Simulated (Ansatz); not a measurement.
Consider the following.

```
B12P11S
1.0
    0.00000     4.52021     4.52021
    4.52021    -4.52021     4.52021
    4.52021     4.52021     0.00000
S P B
1 11 12
Direct
  0.50010   0.25016   0.50008
  0.49813   0.24824   0.00106
  0.66616   0.58385   0.66614
  0.66616   0.58384   0.16797
  0.83343   0.91608   0.83341
  0.83482   0.91735   0.33272
  0.00109   0.24824   0.49811
  0.00109   0.24824   0.00106
  0.16799   0.58385   0.66614
  0.16677   0.58429   0.16675
  0.33274   0.91735   0.83480
  0.33275   0.91736   0.33272
  0.99995   0.99928   0.99992
  0.99995   0.99928   0.50038
  0.16677   0.33348   0.16675
  0.16064   0.33412   0.66981
  0.33376   0.66694   0.33374
  0.33376   0.66694   0.83279
  0.50041   0.99928   0.99992
  0.50010   0.99820   0.50008
  0.66983   0.33412   0.16062
  0.66982   0.33412   0.66981
  0.83281   0.66694   0.33373
  0.83344   0.66444   0.83342
```

Spin-polarised, with starting moments of sign S+ P0 P0 P0 P0 P0 P0 P0 P0 P0 P0 P0 B0 B0 B0 B+ B0 B0 B0 B+ B+ B+ B0 B0.

Computed with PBEsol, PAW, 420 eV (Ansatz, a first-principles code; spin-orbit coupling left out). Γ-centred 5×3×5 mesh, Fermi–Dirac width 0.01 eV.

Task: Predict the gap of the supercell and total moment of the cell.

Result: 
```json
{
 "gap_of_the_supercell": "zero",
 "total_moment_of_the_cell": "0.0 μB"
}
```

The magnetic state is the one reached from the starting moments; the real material's order can differ, and small cells can't hold many antiferromagnetic ones. In so small a cell the defect repeats every few ångströms: this is an ordered compound, not a dilute defect. A case with no gap was solved on a k-mesh chosen for an insulator, which is coarse for it. Seeded moments were not kept for S on a P site. The cell was made from BP in the zinc blende structure (space group F-43m, No. 216) by this change: S on a P site. The defect cell is spin-polarised and ends with 0.0 μB.
